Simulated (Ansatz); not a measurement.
For ZnWO4 (P2/c, No. 13), LDA (Ansatz, a quantum-chemistry and plane-wave program, plane waves, PAW) gives:

| Property | Value |
|---|---|
| equilibrium volume per atom | 10.54 Å³/atom |
| formation enthalpy | -2.248 eV/atom |

### Question
What does r²SCAN-D4 (Ansatz, plane waves, PAW) give for the same quantities?

### Answer

- equilibrium volume per atom: 10.87 Å³/atom (rises by 3.1 %)
- formation enthalpy: -2.175 eV/atom (moves by +0.073 eV/atom)

For comparison: equilibrium volume per atom 11.07 Å³/atom (measured, 293 K, copied from a table, unchecked, no zero-point or thermal correction; as tabulated in Acta Chemica Scandinavica 53, 1103 (1999)).

Changes are worked out from the printed values.

Unless a cell is named, each level is at its own relaxed cell (LDA 10.54, r²SCAN-D4 10.87 Å³/atom).

Levels without +SOC leave out spin–orbit coupling, which shifts energies and cells of such heavy elements.

Caveats: a distance lies near a switch of the dispersion term, which can move the cell (r²SCAN-D4). Ansatz's density-functional and Hartree–Fock values are scalar-relativistic unless marked +SOC, with PAW data made under PBE.
